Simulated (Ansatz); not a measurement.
Consider Rh in the fcc (Cu type) structure (space group Fm-3m, No. 225; relaxed with 0.1 eV smearing).

```yaml
crystal:
  lattice:
    - [0.00000, 1.90082, 1.90082]
    - [1.90082, 0.00000, 1.90082]
    - [1.90082, 1.90082, 0.00000]
  atoms:
    - { symbol: Rh, position: [0.00000, 0.00000, 0.00000] }
```

Cartesian axes are those of the cell as printed.

Level of theory: plane-wave PAW DFT at the r2SCAN level (Ansatz, an electronic-structure program, 500 eV), spin-orbit coupling left out, earlier PAW set.

Strains are applied to the cell and any free atomic positions relax.

One change was made to it. Results:

| quantity | base | after |
|---|---|---|
| energy relative to the base (free energy F) | 0 meV/atom | +31 meV/atom |
| shortest interatomic distance | 268.8 pm | 263.7 pm |

Task: What was done to the base?
A) strain tensor (xx, yy, zz, yz, xz, xy) = (−1.90, +1.29, −0.63, −1.44, −0.35, −1.73) %
B) isotropic strain −1.04 %
C) uniaxial strain ε_yy = −3.88 %
D) uniaxial strain ε_xx = +3.38 %

Result: C, uniaxial strain ε_yy = −3.88 %. For comparison, the energy relative to the base in the other runs: uniaxial strain ε_xx = +3.38 % gives +20 meV/atom; strain tensor (xx, yy, zz, yz, xz, xy) = (−1.90, +1.29, −0.63, −1.44, −0.35, −1.73) % gives +25 meV/atom; isotropic strain −1.04 % gives +12 meV/atom.

Whether these cells are dynamically stable was not tested. All final runs are without spin polarisation. Rh lies near a magnetic instability that expansion can trigger; it was not tested.
